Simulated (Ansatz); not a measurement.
# PbS (model structure, P6₃/mmc, No. 194, 4 atoms in the cell)

Computed with r²SCAN+rVV10 in Ansatz (plane waves, PAW).

Settings: plane-wave cutoff 560 eV, 18×18×10 k mesh (along the axes of the cell as run), Fermi–Dirac smearing 0.05 eV, scalar-relativistic PAW data made under PBE.

Cell (relaxed at this level):

```yaml
crystal:
  lattice:
    - [4.09237, 0.00000, 0.00000]
    - [-2.04618, 3.54409, 0.00000]
    - [0.00000, 0.00000, 7.31574]
  atoms:
    - { symbol: Pb, position: [0.00000, 0.00000, 0.00000] }
    - { symbol: Pb, position: [0.00000, 0.00000, 0.50000] }
    - { symbol: S, position: [0.33333, 0.66667, 0.25000] }
    - { symbol: S, position: [0.66667, 0.33333, 0.75000] }
```

```
Quantity                                                                                  Value
-------------------------------------------  --------------------------------------------------
band gap                                     0.10 eV (under three smearing widths, so not firm)
smallest direct gap on the k points sampled                                             0.16 eV
```

Note: the relaxation could raise the start's symmetry but not lower it, so the cell can be a saddle point.

Spin–orbit coupling is not included; it can close the smallest gap of 0.10 eV.

The computed numbers hold no vibrational or temperature effects.

It cost about 50 core-seconds (a rough figure) of CPU time.

A model structure was made by putting elements into a prototype or built by hand; it is no filed structure, need not be a known phase, and can be a saddle point held by its symmetry.

Ansatz is a program for electronic structure.
